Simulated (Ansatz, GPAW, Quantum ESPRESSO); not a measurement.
## One structure in several programs: Fe (Im-3m, 1 atom in the cell)

Relaxation of cell and atoms.

```xyz
1
Lattice="-1.4132 1.4132 1.4132 1.4132 -1.4132 1.4132 1.4132 1.4132 -1.4132" Properties=species:S:1:pos:R:3 pbc="T T T"
Fe     0.0000     0.0000     0.0000
```
Moments meant for the start (each program seeds them in its own way; μB, in the order of the atoms Fe): 4.0.

Shared settings, as Ansatz (a first-principles code) writes them: kpoints.mp_grid.grid = 16 16 16; scf.occupations.method = fermi_dirac; scf.occupations.width = 0.1 eV. Potentials and cutoffs stand in the table.

| code | model | final volume (Å³/atom) | size of the net moment (μB/atom) | cutoff |
|---|---|---|---|---|
| Ansatz | PBE, default PAW files | 11.36 | 2.16 | 420 eV |
| Quantum ESPRESSO | PBE, PSlibrary PAW (PBE) pseudopotentials | 11.36 | 2.17 | 55 Ry |
| GPAW | PBE, GPAW PAW datasets PBE (gpaw-data 1.0.1) | 11.45 | 2.17 | 800 eV |

On Ansatz's run: with one magnetic atom in the cell only a parallel order is possible.

The spread over the programs that give each value: final volume within 0.09 Å³/atom; size of the net moment within 0.01 μB/atom.

The programs treat the finite-basis stress differently while the cell relaxes: Ansatz adds an estimate of it.

The starting cell comes from a database of computed structures (which also holds hypothetical and non-ambient phases and stackings), without a prior relaxation at this level. Its lattice was rescaled by a random factor within 2.5 % of one.

Keys are those of Ansatz 0.2.
